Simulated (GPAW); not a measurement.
GPAW run on NiAl (Pm-3m, 2 atoms in the cell): relaxation of cell and atoms.

Method of the run: PBE, GPAW PAW datasets PBE (gpaw-data 1.0.1) (plane waves; GPAW).

```
CELL_PARAMETERS angstrom
      2.89000     0.00000     0.00000
      0.00000     2.89000     0.00000
      0.00000     0.00000     2.89000
ATOMIC_POSITIONS crystal
  Al 0.50000 0.50000 0.50000
  Ni 0.00000 0.00000 0.00000
```

Reference input (self-consistent single point, DFT PBE, plane waves, GPAW PAW datasets PBE (gpaw-data 1.0.1)): mode = pw; ecut = 850 eV; xc = PBE; kpts = 9 9 9; mesh shift (steps) = 0 0 0; occupations.name = methfessel-paxton; occupations.width = 0.136 eV; occupations.order = 0; nbands = -8; convergence.density = 1e-05 e/electron; convergence.energy = 1e-05 eV/electron; symmetry.symmorphic = false. This run's input differs from it in these lines:

```diff
@@ -1,2 +1,4 @@
 from ase import Atoms
+from ase.filters import FrechetCellFilter
+from ase.optimize import LBFGS
 from ase.units import GPa
@@ -23,2 +25,10 @@
 
+target = FrechetCellFilter(atoms)
+
+opt = LBFGS(target, logfile='-')
+converged = opt.run(fmax=0.05, steps=40)
+print('Relaxation converged:', converged)
+print('Cell:', atoms.cell.cellpar().round(4))
+print(atoms.get_scaled_positions().round(5))
+
 energy = atoms.get_potential_energy()
```

Output, abridged:

```
     iter     time        total  log10-change:
                         energy   eigst   dens
iter:   1 --:--:--   -12.550184
iter:   2 --:--:--   -12.404361   -0.47  -1.45
iter:   3 --:--:--   -12.283604   -1.17  -1.52
iter:   4 --:--:--   -12.372191   -1.86  -1.57
iter:   5 --:--:--   -12.329090   -2.62  -1.77
iter:   6 --:--:--   -12.353895   -3.23  -2.11
iter:   7 --:--:--   -12.330144   -2.94  -2.09
iter:   8 --:--:--   -12.330155   -4.94  -3.50
iter:   9 --:--:--   -12.330142c  -5.83  -3.63
iter:  10 --:--:--   -12.330137c  -6.54  -3.70
iter:  11 --:--:--   -12.330137c  -7.18  -4.17
iter:  12 --:--:--   -12.330137c  -8.91c -5.18c
Converged after 12 iterations.

Dipole moment: (-0.000000, 0.000000, -0.000000) |e|*Ang

Energy contributions relative to reference atoms: (reference = -47971.421712)

Kinetic:        +11.792061
Potential:       -7.192025
External:        +0.000000
XC:             -17.016462
Entropy (-ST):   -0.007393
Local:           +0.089985
SIC:             +0.000000
--------------------------
Free energy:    -12.333833
Extrapolated:   -12.330137

Showing only first 2 kpts
 Kpt  Band  Eigenvalues  Occupancy
  0     7      7.42498    2.00000
  0     8      7.42498    2.00000
  0     9     14.34766    0.00000
  0    10     14.34766    0.00000

  1     7      7.32778    2.00000
  1     8      7.43556    2.00000
  1     9     12.53060    0.00000
  1    10     14.64764    0.00000

Fermi level: 8.94854

No gap
   [... lines left out ...]
Atomic positions and initial magnetic moments
Free energy:    -12.334159
Fermi level: 8.92361
No gap
Atomic positions and initial magnetic moments
Free energy:    -12.334539
Fermi level: 8.85592
No gap
   [... lines left out ...]
    -0.000000    -0.000051     0.000000
     0.000000     0.000000    -0.000051

Forces in eV/Ang:
  0 Al    0.00000    0.00000    0.00000
  1 Ni    0.00000    0.00000    0.00000

LBFGS:    2 --:--:--      -12.334539        0.000626
Relaxation converged: True
Cell: [ 2.8972  2.8972  2.8972 90.     90.     90.    ]
[[0.5 0.5 0.5]
 [0.  0.  0. ]]
Energy (eV): -12.3308
Stress (GPa, Voigt): [-0.0082 -0.0082 -0.0082  0.      0.     -0.    ]
```

The run converged. GPAW prints stress with tension positive. 

Summary of the result:
- Free energy E − TS (from the program's reference atoms) = -12.3345 eV
- Fermi level (on the code's own zero) = 8.86 eV
- Pressure = 0.01 GPa
- Final cell = a = b = c = 2.897 Å, α = β = γ = 90.00°
- Final volume per atom = 12.16 Å³
- Relaxation steps = 2

The starting cell has typed, rounded lattice constants, without a prior relaxation at this level. Spin polarisation is off. The relaxation keeps the symmetry of its start, so its end need not be a minimum.

Cost on one core of a shared machine: roughly 50 s.
